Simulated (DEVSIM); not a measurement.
Device: abrupt Ge p-n junction, at 300 K.

Layer 1 from the left is Ge, thickness (μm) 0.250, Na (cm⁻³) 5.2e17, τn (s) 2.6e-7, τp (s) 2.6e-7. Layer 2 from the left is Ge, thickness (μm) 240, Nd (cm⁻³) 1.8e15, τn (s) 2.6e-7, τp (s) 2.6e-7.

Left contact: ohmic. Right contact: ohmic. Voltage is applied to the left contact. Recombination: SRH at mid-gap, radiative, Auger. Mobility is constant in doping.

Constants are typed, rounded textbook-type inputs, not results; the design itself was drawn at random and stands for no fabricated device. Values at 300 K.

Ge: gap (eV) 0.664, affinity (eV) 4, permittivity 16, Nc (cm⁻³) 1.04e19, Nv (cm⁻³) 6e18, μn (cm²/Vs) 3900, μp (cm²/Vs) 1900, B (cm³/s) 6.4e-14, Cn (cm⁶/s) 1e-31, Cp (cm⁶/s) 1e-31.

Model (solved in DEVSIM): 1D drift-diffusion, Boltzmann statistics, complete ionisation; no tunnelling, impact ionisation, image-force lowering or self-heating.

**Question.** What does the simulation give for the largest field in the device at zero bias, the potential step across the device at zero bias, the dark forward voltage at 1 A/cm², the dark forward voltage at 100 A/cm²?

**Answer.** largest field in the device at zero bias 35000 V/cm; potential step across the device at zero bias 0.377 V; dark forward voltage at 1 A/cm² 0.197 V; dark forward voltage at 100 A/cm² 1.121 V.
